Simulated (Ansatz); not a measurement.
Cost and result by functional for the adsorption energy of CH3 on the 1x1 (110) surface of bcc Nb, one in a 2x2 cell, started at the site 'bridge Nb-Nb (span 2.9 Å)', in Ansatz (plane waves, PAW). Single points on the PBE structure, on one kind of machine; costs are rough ratios of the slab run's core time (references not counted) to the cheapest single point. r2SCAN's cost holds its higher cutoff (500 against 420 eV). Differences are taken against r2SCAN for comparison alone: no measured value is at hand, so the table doesn't rank accuracy.

Model: 20-atom slab, 6.8 Å thick at the start under the adsorbate (thin: gaps and levels are the slab's own), 5x5x1 mesh, Fermi-Dirac 0.1 eV, dipole correction, 8 atoms held, the rest relaxed; no symmetry held; no spin, no spin-orbit, no U, no dispersion correction. At the end it is bonded to 3 Nb. In PBE it is, or lies within 0.03 eV of, the lowest of the starts that converged. These notes are the PBE run's. Adsorption energies are against CH4(g) − ½ H2(g). A negative adsorption energy means that the adsorbate is more stable on the surface than in its reference.

```tsv
functional	relative cost	adsorption energy (eV)	less r2SCAN (eV)
RPBE	1	0.22	0.47
r2SCAN	2	-0.25	0.00
PBE (the relaxed run's value)	–	-0.03	0.21
```

The values span 0.47 eV, while the single points' costs differ by a factor of roughly 2. Differences are of unrounded values.

Ansatz is a quantum-chemistry and plane-wave program.
